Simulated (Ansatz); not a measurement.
System: cubic perovskite CsSnI3 (cubic high-temperature phase). Method: r²SCAN-D4 (plane waves, PAW; Ansatz, a first-principles code).

The input as run:

Ansatz 0.2 input:
```yaml
crystal:
  lattice:
    - [6.1864572019, 0.0, 0.0]
    - [0.0, 6.1864572019, 0.0]
    - [0.0, 0.0, 6.1864572019]
  atoms:
    - { symbol: Cs, position: [0.0, 0.0, 0.0] }
    - { symbol: Sn, position: [0.5, 0.5, 0.5] }
    - { symbol: I, position: [0.5, 0.0, 0.5] }
    - { symbol: I, position: [0.0, 0.5, 0.5] }
    - { symbol: I, position: [0.5, 0.5, 0.0] }
basis:
  ecutwfc: 560
  ecutrho_ratio: 4
  xc_grid: 3
kpoints:
  mp_grid: { grid: [6, 6, 6] }
  band_path:
    path:
      - [0.0, 0.0, 0.0]
      - [0.0, 0.125, 0.0]
      - [0.0, 0.25, 0.0]
      - [0.0, 0.375, 0.0]
      - [0.0, 0.5, 0.0]
      - [0.125, 0.5, 0.0]
      - [0.25, 0.5, 0.0]
      - [0.375, 0.5, 0.0]
      - [0.5, 0.5, 0.0]
      - [0.416667, 0.416667, 0.0]
      - [0.333333, 0.333333, 0.0]
      - [0.25, 0.25, 0.0]
      - [0.166667, 0.166667, 0.0]
      - [0.083333, 0.083333, 0.0]
      - [0.0625, 0.0625, 0.0625]
      - [0.125, 0.125, 0.125]
      - [0.1875, 0.1875, 0.1875]
      - [0.25, 0.25, 0.25]
      - [0.3125, 0.3125, 0.3125]
      - [0.375, 0.375, 0.375]
      - [0.4375, 0.4375, 0.4375]
      - [0.5, 0.5, 0.5]
      - [0.416667, 0.5, 0.416667]
      - [0.333333, 0.5, 0.333333]
      - [0.25, 0.5, 0.25]
      - [0.166667, 0.5, 0.166667]
      - [0.083333, 0.5, 0.083333]
      - [0.5, 0.5, 0.375]
      - [0.5, 0.5, 0.25]
      - [0.5, 0.5, 0.125]
    npoints: 1
hamiltonian:
  xc: r2scan
  dispersion: d4
  pseudopotentials: { kind: paw }
scf:
  occupations: { method: fermi_dirac, width: 0.01 }
  convergence: { dr2_threshold: 0.0000000005 }
output:
  forces: true
  stress: true
  eigenvalues: true
  write_bands: true
```

Excerpt of the program's output:

```
Crystal: 5 atoms, lattice volume = 236.770 Å³
Basis set: ecut = 560 eV, 7123 PW (Γ), exchange–correlation on 144×144×144 points (27 copies of the dense FFT grid, shifted against one another)
Bands: 45, of which v1, the nominal top of the filled ones, is band 37 counted from 1 (36 counted from 0)
Symmetry: 48 space group operations
Space group: Pm-3m (ITA 221), of the structure as read, at distance tolerance 6.2e-5 Å
k-points: 20 of 216
Functional: x = r2scan, c = r2scan; τ floored in thin density (d = 2e-4 eV/Å³)
SCF iter   1: F=—  HF=-34314.315826 eV  |F-HF|=—  |Δ(HF+E_count)|=         —  Δρ=2.67e-3  dr2=1.59e-2  dr2_τ=2.09e-3
SCF iter   2: F=—  HF=-34314.333358 eV  |F-HF|=—  |Δ(HF+E_count)|=   1.75e-2  Δρ=1.27e-3  dr2=4.78e-3  dr2_τ=1.07e-4
  ...
SCF iter   7: F=—  HF=-34314.332882 eV  |F-HF|=—  |Δ(HF+E_count)|=   4.73e-8  Δρ=8.96e-7  dr2=2.35e-9  dr2_τ=5.01e-11
SCF iter   8: F=-34314.332882 eV  HF=-34314.332882 eV  |F-HF|=2.18e-11  |Δ(HF+E_count)|=   1.34e-9  Δρ=2.60e-7  dr2=2.48e-10  dr2_τ=9.07e-12
SCF 1 converged in 8 iterations: F = -34314.332882 eV  dr2 = 2.48e-10
SCF converged after 8 iterations
Free energy (F): -34314.332882 eV
Internal energy: -34314.332882 eV  (E = F + TS)
E sigma→0 (E₀):  -34314.332882 eV
Fermi energy:    5.599847 eV
--- Forces (eV/Å), atoms counted from 1 ---
  atom   1  Cs    -0.00000000     0.00000000     0.00000000
  atom   2  Sn     0.00000000    -0.00000000    -0.00000000
  atom   3  I      0.00000000    -0.00000000    -0.00000000
  atom   4  I      0.00000000    -0.00000000    -0.00000000
  atom   5  I      0.00000000    -0.00000000     0.00000000
--- Stress (GPa, compression-positive) ---
        0.051932       0.000000      -0.000000
        0.000000       0.051932       0.000000
       -0.000000       0.000000       0.051932
  P = ⅓ Tr σ = 0.0519 GPa (0.519 kbar)
```

The PAW data were made under PBE.

Note: held by symmetry at 0 K, a high-temperature phase can be a saddle point.
